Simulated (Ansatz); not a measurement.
Checking a run of Ansatz (a quantum-chemistry and plane-wave program) on Ir3S8 (R-3, 11 atoms in the cell). The aim is a self-consistent single point with DFT, LDA (PW92), plane waves, default PAW files made with PBE.

Input:

Ansatz 0.2 input:
```yaml
# Ir3S8
crystal:
  lattice:
    - [3.925847, 2.266589, 3.267868]
    - [-3.925847, 2.266589, 3.267868]
    - [0.000000, -4.533178, 3.267868]
  atoms:
    - { symbol: Ir, position: [0.500000, 0.000000, 0.500000] }
    - { symbol: Ir, position: [0.500000, 0.500000, 0.000000] }
    - { symbol: Ir, position: [0.000000, 0.500000, 0.500000] }
    - { symbol: S, position: [0.889530, 0.396100, 0.110310] }
    - { symbol: S, position: [0.110470, 0.603900, 0.889690] }
    - { symbol: S, position: [0.110310, 0.889530, 0.396100] }
    - { symbol: S, position: [0.889690, 0.110470, 0.603900] }
    - { symbol: S, position: [0.396100, 0.110310, 0.889530] }
    - { symbol: S, position: [0.603900, 0.889690, 0.110470] }
    - { symbol: S, position: [0.627743, 0.627743, 0.627743] }
    - { symbol: S, position: [0.372257, 0.372257, 0.372257] }
basis:
  ecutwfc: 30.9 Ry
  ecutrho_ratio: 1
kpoints:
  mp_grid:
    grid: [6, 6, 6]
hamiltonian:
  xc: lda
  pseudopotentials:
    kind: paw
scf:
  occupations:
    method: gaussian
    width: 0.0073 Ry
output:
  forces: true
  eigenvalues: true
  stress: true
```

Output (repeated stretches shortened):

```
WARN basis.ecutrho_ratio = 1 (ecutrho = 420.4159175005146 eV) is below the records' recommended cutoff
settings of this run that can trade accuracy for cost: basis.ecutrho_ratio < 4. Do not mix this run's numbers with those of runs without the same settings …
WARN ansatz: RAYON_NUM_THREADS=1 ignored (pool sized by the plan → 1); use --threads N
Pseudopotentials: kind: paw
Pseudopotential: Ir, paw, valence charge 17
Pseudopotential: S, paw, valence charge 6
Crystal: 11 atoms, lattice volume = 174.470 Å³
Basis set: ecut = 420.4159175005146 eV, 3413 PW (Γ)
Bands: 61, of which v1, the nominal top of the filled ones, is band 50 counted from 1 (49 counted from 0)
Symmetry: 6 space group operations
Space group: R-3 (ITA 148), of the structure as read, at distance tolerance 5.6e-5 Å
k-points: 40 of 216
PAW frozen core: Ir, regenerated for the run's functional, and the local potential with it
PAW frozen core: S, regenerated for the run's functional, and the local potential with it
Initial density: superposition of atomic densities (neutral atoms: chi_scale 0, normalization atom), corrected by the library's trained network
Initial wavefunctions: pseudopotential atomic-orbital guess
Eigensolver: davidson
Functional: x = slater, c = lda
SCF iter   1: F=—  HF=-41952.231350 eV  |F-HF|=—  |Δ(HF+E_count)|=         —  Δρ=9.33e-3  dr2=1.01e-1  ethr=1.77e-3  ⟨swp⟩=7.5  Hψ=10351  notcnv=0
all-band conjugate gradients solve this SCF's bands
preconditioner: auto → Kerker (q_TF=auto, 2.482 Å⁻¹)
SCF iter   2: F=—  HF=-41952.213852 eV  |F-HF|=—  |Δ(HF+E_count)|=   1.75e-2  Δρ=5.11e-3  dr2=3.47e-2  ethr=1.02e-4  ⟨swp⟩=1.0  Hψ=2840  notcnv=0
   [... lines left out ...]
SCF iter   6: F=—  HF=-41952.205189 eV  |F-HF|=—  |Δ(HF+E_count)|=   8.21e-6  Δρ=2.48e-5  dr2=2.96e-6  ethr=3.57e-8  ⟨swp⟩=2.0  Hψ=3197  notcnv=0
SCF iter   7: F=—  HF=-41952.205188 eV  |F-HF|=—  |Δ(HF+E_count)|=   5.31e-7  Δρ=7.01e-6  dr2=2.15e-7  ethr=2.99e-9  ⟨swp⟩=2.0  Hψ=3257  notcnv=0
SCF iter   8: F=-41952.205188 eV  HF=-41952.205188 eV  |F-HF|=3.33e-9  |Δ(HF+E_count)|=   2.64e-8  Δρ=1.95e-6  dr2=1.19e-8  ethr=1.01e-10  ⟨swp⟩=9.7  Hψ=9280  notcnv=0
SCF 1 converged in 8 iterations: F = -41952.205188 eV  dr2 = 1.19e-8
Free energy (F): -41952.205188 eV
Internal energy: -41952.189896 eV  (E = F + TS)
E sigma→0 (E₀):  -41952.197542 eV
Entropy (-TS):   -0.015292 eV (-1.390 meV/atom)
Fermi energy:    13.345386 eV
--- Forces (eV/Å), atoms counted from 1 ---
  atom   1  Ir     0.00000000     0.00000000     0.00000000
  atom   2  Ir     0.00000000     0.00000000    -0.00000000
  atom   3  Ir     0.00000000     0.00000000    -0.00000000
  atom   4  S      0.23515021    -0.50397503    -0.29129523
  atom   5  S     -0.23515021     0.50397503     0.29129523
  atom   6  S      0.31888007     0.45563357    -0.29129523
  atom   7  S     -0.31888007    -0.45563357     0.29129523
   [... lines left out ...]
  P = ⅓ Tr σ = 4.7118 GPa (47.118 kbar)
  The stress holds the Pulay correction, which leaves out the density cutoff's part. Without it, at fixed plane waves, as pw.x and ABINIT print it …
settings of this run that can trade accuracy for cost: basis.ecutrho_ratio < 4. Do not mix this run's numbers with those of runs without the same settings …
```

Q: Is anything amiss in this input, and did it matter?

A: The run is not sound. The fault is a density cutoff or grid that is too coarse. The density and potential grid has to resolve products of orbitals and any augmentation charge. To fix it, restore the density cutoff. The run converged in 8 iterations without an error; against the sound input the free energy goes down by 58.1 meV/atom, the pressure goes from 2.21 to 4.71 GPa and the largest force goes from 0.605 to 0.628 eV/Å. The full log also holds (shortened here): “WARN basis.ecutrho_ratio = 1 (ecutrho = 420.4159175005146 eV) is below the records' recommended cutoff”. At a fixed set of plane waves, without the program's Pulay estimate, the pressure is 4.65 GPa against 2.18 GPa.

The sound input it was made from differs as follows (other fixes are possible):
```diff
-  ecutrho_ratio: 1
```

With that input, the run converged in 8 iterations: free energy E − TS (on the zero of these files) -41951.5658 eV; Fermi level (on the code's own zero) 13.34 eV; pressure 2.21 GPa; largest force (vector length) 0.605 eV/Å (DFT, LDA (PW92), plane waves, default PAW files made with PBE).

On the sound input: the starting cell comes from a database of computed structures (which also holds hypothetical and non-ambient phases and stackings), without a prior relaxation at this level. Its lattice was rescaled by a random factor within 2.5 % of one. Spin-orbit coupling is off. Spin polarisation is off; with an odd number of electrons in the cell that forces a metal, and a magnetic state may lie lower. Ansatz's pressure includes its estimate of the finite-basis (Pulay) stress.
